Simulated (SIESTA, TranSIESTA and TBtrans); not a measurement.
Run with TranSIESTA and TBtrans (open boundaries, self-consistent; PseudoDojo norm-conserving potentials, scalar-relativistic): Spin polarized, PAO.BasisSize DZP, PAO.EnergyShift 0.15 eV, XC.Authors PBE, Mesh.Cutoff 200 Ry, ElectronicTemperature 300 K, TS.Voltage 0.0 eV, TBT.Elecs.Eta 0.001 eV.

Device: Pd chain with one bond stretched by 1.5 Å. Leads: straight Pd chain, spacing 2.5 Å. Geometry: as built, not relaxed. Transport runs along z; the first 6 and the last 6 of the 18 atoms are the lead cells, repeated to infinity.

```xyz
18
Lattice="9.000 0.000 0.000 0.000 9.000 0.000 0.000 0.000 46.500" Properties=species:S:1:pos:R:3 pbc="F F T"
Pd     4.500     4.500     0.000
Pd     4.500     4.500     2.500
Pd     4.500     4.500     5.000
Pd     4.500     4.500     7.500
Pd     4.500     4.500    10.000
Pd     4.500     4.500    12.500
Pd     4.500     4.500    15.000
Pd     4.500     4.500    17.500
Pd     4.500     4.500    20.000
Pd     4.500     4.500    24.000
Pd     4.500     4.500    26.500
Pd     4.500     4.500    29.000
Pd     4.500     4.500    31.500
Pd     4.500     4.500    34.000
Pd     4.500     4.500    36.500
Pd     4.500     4.500    39.000
Pd     4.500     4.500    41.500
Pd     4.500     4.500    44.000
```
Starting moments (μB): atom 7 +0.7, atom 8 +0.7, atom 9 +0.7, atom 10 +0.7, atom 11 +0.7, atom 12 +0.7; lead atoms +0.7 (left) and +0.7 (right).

Task: Predict: conductance at 300 K (G0 = 2e²/h); thermopower (μV/K); mean T from −0.5 to 0.5 eV; spin polarisation of the conductance, (up − down)/(up + down).

Result: conductance at 300 K (G0 = 2e²/h): 0.42; thermopower (μV/K): -14; mean T from −0.5 to 0.5 eV: 0.41; spin polarisation of the conductance, (up − down)/(up + down): -0.20. The magnetic order of the leads was set by the start, and no other order was tried; the separate lead runs end at 0.76 (left) and 0.76 (right) μB an atom. The straight chain is held at its spacing; free chains may zigzag or dimerise.
